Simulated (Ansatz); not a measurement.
# ScAl3, response to strain

Start from ScAl3 in the Cu3Au type structure (space group Pm-3m, No. 221; a = 4.107 Å; relaxed with 0.1 eV smearing).

Strains are applied to the cell and any free atomic positions relax.

The values are results of DFT with PBE, PAW potentials and a 420 eV plane-wave cutoff in Ansatz (a program for electronic structure), spin-orbit coupling left out, not measurements.

Notes on the quantities. energy relative to the base: free energy F.

| variant | volume per atom | energy relative to the base | pressure |
|---|---|---|---|
| base | 17.31 Å³ | 0 meV/atom | 0.0 GPa |
| isotropic strain −3.00 % | 15.80 Å³ | (withheld) | 9.5 GPa |
| isotropic strain −2.40 % | 16.10 Å³ | +26 meV/atom | 7.3 GPa |
| isotropic strain −1.80 % | 16.40 Å³ | +14 meV/atom | 5.3 GPa |
| isotropic strain −1.20 % | 16.70 Å³ | +6.3 meV/atom | 3.4 GPa |
| isotropic strain −0.60 % | 17.00 Å³ | +1.5 meV/atom | (withheld) |

Q: What belongs in the blanks?

A: 
- isotropic strain −3.00 %, energy relative to the base: +42 meV/atom
- isotropic strain −0.60 %, pressure: 1.6 GPa

Stability against distortions was not tested. The final runs are not spin-polarised.
